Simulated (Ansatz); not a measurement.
An Ansatz (a quantum-chemistry and plane-wave program) run: GaN with a change (isotropic strain +1.20 %); Ansatz PBEsol, no spin-orbit coupling.

Input:

Ansatz 0.2 input:
```yaml
crystal:
  lattice:
    - [3.2207667712, 0, 0]
    - [-1.6103833856, 2.7892658436, 0]
    - [0, 0, 5.2476569665]
  atoms:
    - { symbol: Ga, position: [0.3333333333, 0.6666666667, 0.0001938098] }
    - { symbol: Ga, position: [0.6666666667, 0.3333333333, 0.5001938098] }
    - { symbol: N, position: [0.3333333333, 0.6666666667, 0.3768061902] }
    - { symbol: N, position: [0.6666666667, 0.3333333333, 0.8768061902] }
basis: { ecutwfc: 420, ecutrho_ratio: 4, xc_grid: 2, fft_grid_basis: typed }
kpoints: { mp_grid: { grid: [12, 12, 7] } }
hamiltonian:
  xc: pbesol
  dispersion: none
  pseudopotentials: { kind: paw }
scf: { occupations: { method: fermi_dirac, width: 0.05 }, convergence: { dr2_threshold: 0.0000000004 } }
relax: { f_tol: 0.005, max_steps: 50 }
output: { forces: true, stress: true }
checkpoint: { write: state.ck, write_every: 1000 }
```

Output (explanatory and most iteration lines left out):

```
Relaxation: its limit of steps is 50 (relax.max_steps)
Pseudopotential: Ga, paw, valence charge 13
Pseudopotential: N, paw, valence charge 5
Crystal: 4 atoms, lattice volume = 47.143 Å³
Basis set: ecut = 420 eV, 941 PW (Γ), exchange–correlation on 48×48×72 points (8 copies of the dense FFT grid, shifted against one another)
Bands: 22, of which v1, the nominal top of the filled ones, is band 18 counted from 1 (17 counted from 0)
Symmetry: 12 space group operations
Space group: P63mc (ITA 186), of the structure as read, at distance tolerance 3.6e-5 Å
k-points: 76 of 1008 (time reversal used)
Functional: x = pbesol(κ = 0.804, μ = 0.12345679012345678), c = pbesol(β = 0.046)
SCF iter   1: F=—  HF=-8245.682026 eV  |F-HF|=—  |Δ(HF+E_count)|=         —  Δρ=1.27e-2  dr2=7.53e-2  ethr=1.77e-3  ⟨swp⟩=5.1  Hψ=6655  notcnv=0
SCF iter   2: F=—  HF=-8245.661023 eV  |F-HF|=—  |Δ(HF+E_count)|=   2.10e-2  Δρ=1.79e-3  dr2=1.50e-3  ethr=2.09e-4  ⟨swp⟩=2.1  Hψ=2912  notcnv=0
SCF 1 converged in 8 iterations: F = -8245.660882 eV  dr2 = 2.04e-10
relax step   1: F+E_penalty+E_count = -8245.66088235 eV  Δ(F+E_penalty+E_count) = +0.000e0 eV  max|allowed force component| = 6.469e-3 eV/Å  Δτ_max = 0.0000 Å  (8 SCF iters, accepted)
Crystal: 4 atoms, lattice volume = 47.143 Å³
SCF iter   1: F=—  HF=-8245.660900 eV  |F-HF|=—  |Δ(HF+E_count)|=         —  Δρ=1.82e-5  dr2=6.65e-8  ethr=1.25e-10  ⟨swp⟩=2.8  Hψ=6676  notcnv=0
SCF iter   2: F=—  HF=-8245.660884 eV  |F-HF|=—  |Δ(HF+E_count)|=   1.57e-5  Δρ=9.27e-6  dr2=1.93e-8  ethr=1.25e-10  ⟨swp⟩=3.0  Hψ=3173  notcnv=0
SCF 2 converged in 4 iterations: F = -8245.660884 eV  dr2 = 8.13e-11
relax step   2: F+E_penalty+E_count = -8245.66088433 eV  Δ(F+E_penalty+E_count) = -1.980e-6 eV  max|allowed force component| = 4.599e-3 eV/Å  Δτ_max = 0.0001 Å  (4 SCF iters, accepted)
SCF converged after 4 iterations
Free energy (F): -8245.660884 eV
Internal energy: -8245.660884 eV  (E = F + TS)
E sigma→0 (E₀):  -8245.660884 eV
Fermi energy:    9.958226 eV
--- Forces (eV/Å), atoms counted from 1 ---
  atom   1  Ga     0.00000000    -0.00000000    -0.00459769
  atom   2  Ga    -0.00000000     0.00000000    -0.00459769
  atom   3  N     -0.00000000    -0.00000000     0.00460052
  atom   4  N      0.00000000     0.00000000     0.00460052
--- Stress (GPa, compression-positive) ---
       -6.242826       0.000000       0.000000
        0.000000      -6.242826      -0.000000
       -0.000000       0.000000      -6.219268
  P = ⅓ Tr σ = -6.2350 GPa (-62.350 kbar)
--- Relaxed structure (2 steps of the walk, 2 accepted, 0 SCFs on fresh bases) ---
  atoms:
    - { symbol: Ga, position: [0.3333333333333333, 0.6666666666666666, 0.00017676150611220558] }
    - { symbol: Ga, position: [0.6666666666666666, 0.3333333333333333, 0.5001767615061121] }
    - { symbol: N, position: [0.3333333333333333, 0.6666666666666666, 0.3768232384938877] }
    - { symbol: N, position: [0.6666666666666666, 0.3333333333333333, 0.8768232384938878] }
```

No phonon test of stability was made. The cell was made from GaN in the wurtzite structure (space group P6_3mc, No. 186) by this change: isotropic strain +1.20 %.
